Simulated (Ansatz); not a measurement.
## CdSe: response to strain

Take CdSe in the wurtzite structure (space group P6_3mc, No. 186; a = 4.3019 Å, c = 7.0210 Å) as the base. Axes: x lies along a and z along c of the hexagonal cell.

Strains are applied to the cell and any free atomic positions relax; under biaxial strain the out-of-plane vector relaxes too.

Level of theory: PBEsol (Ansatz, a program for electronic structure), scalar-relativistic without spin-orbit coupling.

```tsv
biaxial strain, plane normal [001], relaxed out of plane (%)	band gap (eV)
0	0.54
0.6	0.54
1.2	0.51
1.8	0.48
2.4	?
3	0.42
```

**Question.** Fit E_g = E₀ + Dε (ε in %) to the rows shown and predict the withheld row.

**Answer.** Least squares on the printed values gives E₀ = 0.55 eV, D = -42.6 meV per % of strain (largest residual 0.01 eV); this predicts 0.45 eV, and the run gives 0.45 eV, in agreement.

Whether these cells are dynamically stable was not tested.
